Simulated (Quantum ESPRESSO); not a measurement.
## Equation of state of fluorite-structure PtAl2 (space group 225): energy against volume (Quantum ESPRESSO, LDA)

```
PtAl2
1.0
    0.00000     2.84007     2.84007
    2.84007     0.00000     2.84007
    2.84007     2.84007     0.00000
Al Pt
2 1
Direct
  0.25000   0.25000   0.25000
  0.75000   0.75000   0.75000
  0.00000   0.00000   0.00000
```

Level of theory: LDA (PZ), GBRV 1.5 ultrasoft (LDA) pseudopotentials (plane waves; Quantum ESPRESSO 7.5). Settings: ecutwfc = 52 Ry; ecutrho = 416 Ry; occupations = smearing; smearing = fermi-dirac; degauss = 0.0036749 Ry; potentials = {Al: al_lda_v1.uspp.F.UPF, Pt: pt_lda_v1.4.uspp.F.UPF}; K_POINTS = automatic 17 17 17 0 0 0; conv_thr = 1e-10 Ry. The cell above is the first row's. The rows scale it uniformly. In all rows fractional positions and the k mesh are held. E is the free energy at the stated smearing, counted from the lowest row.

```
V (Å^3/atom)  E (meV/atom)
------------  ------------
15.272                   ?
15.604               37.45
15.936               17.50
16.268                5.30
16.600                0.00
16.932                0.95
17.264                7.50
17.596               19.07
17.928               35.12
```

The 8 complete rows are fitted with the third-order Birch-Murnaghan form, a cubic in V^(-2/3), E against V. With u = V^(-2/3) - 0.153, the rows have u = 0.007144, 0.004912, 0.002756, 0.000672, -0.001343, -0.003294, -0.005183, -0.007014. Least squares gives E = -0.333 + 17.62·u + 730510·u² + 1029806·u³. Residuals (row less fit): -0.001, -0.001, 0.014, -0.009, -0.008, 0.001, 0.014, -0.006; standard error 0.012 (degrees of freedom: 4). Its minimum lies at u = -0.000012, so V0 = (0.152988)^(-3/2) = 16.71. There d²E/du² = 1461000 and d³E/du³ = 6179000, so B0 = (4/9) × 16.71^(-7/3) × 1461000 × 0.160218 = 146 GPa (the last factor turns the table's units into GPa), and B0' = 4 + (2/3) × 0.152988 × (6179000)/1461000 = 4.4. The program's pressures in the fitted runs (not shown) pass through zero at V = 16.71, 0.03 % from this V0.

Problem. Predict the withheld E at V = 15.272 from the fit, and compare with the calculation.

Solution. u = 0.009456, so E = -0.333 + 17.62 × 0.009456 + 730510 × 0.009456² + 1029806 × 0.009456³ = 66.024 meV/atom. The calculation gives 66.02 meV/atom, which the fit meets to the printed digits. The row lies outside the fitted rows, so this is an extrapolation. From the scatter of the fitted rows alone, a prediction at this place has a standard error of 0.036 meV/atom, so the miss is 0.1 times that.

Carrying the step between the two nearest rows on in a straight line would have given 57.40, off by 8.62; series whose last step already gives the withheld value aren't shown. The scan was laid around a cell of about the measured size, scaled by a guess for this functional. The runs keep the symmetry of the cell, so they don't test it for distortions. Spin polarisation is off. Spin-orbit coupling is off. Cutoffs and mesh are single choices, not tested for convergence of this quantity. Series with a scatter that would blur these digits, or in which a gap closes, are not shown. Nor are scans whose minimum lies at an end fitted in this form.
